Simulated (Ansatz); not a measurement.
Effect of uniaxial strain ε_zz = −2.40 % on CdSe

Consider CdSe in the wurtzite structure (space group P6_3mc, No. 186; a = 4.2475 Å, c = 6.9410 Å). Axes: x lies along a and z along c of the hexagonal cell.

Perturbation: the cell is compressed by 2.40 % along z with no lateral relaxation, atoms relaxed at fixed cell.

Level of theory: LDA (Ansatz, an electronic-structure program), scalar-relativistic without spin-orbit coupling. Γ-centred 9×9×5 mesh, Fermi–Dirac width 0.05 eV.

The volume per atom decreases by 0.65 Å³, from 27.11 Å³ to 26.46 Å³ and the space group remains P6_3mc (No. 186). The shortest interatomic distance drops by 0.019 Å (2.600 Å → 2.581 Å) and the energy goes up by 4.5 meV/atom. The pressure (mean of the normal stresses, compression positive) goes from zero to 1.48 GPa and the band gap rises by 0.07 eV to 0.53 eV. The gap character remains direct at Γ and the width of the top valence band grows by 0.07 eV (1.88 eV → 1.95 eV). The electron mass goes from 0.047 mₑ (at Γ) to 0.049 mₑ along z, 0.053 mₑ across (at Γ) and the valence-band top at Γ (three highest levels, from the VBM) goes from 0.00, 0.00, -0.07 eV to 0.00, -0.02, -0.02 eV. The stress (xx, yy, zz, yz, xz, xy; compression positive) is (1.11, 1.11, 2.22, 0.00, 0.00, 0.00) GPa.

Cost of the whole job for the changed cell (relaxation, final SCF and bands): around 80 core-seconds (rough).

Masses are band curvatures over ±0.01 Å⁻¹ around the edge. Stability against distortions was not tested.
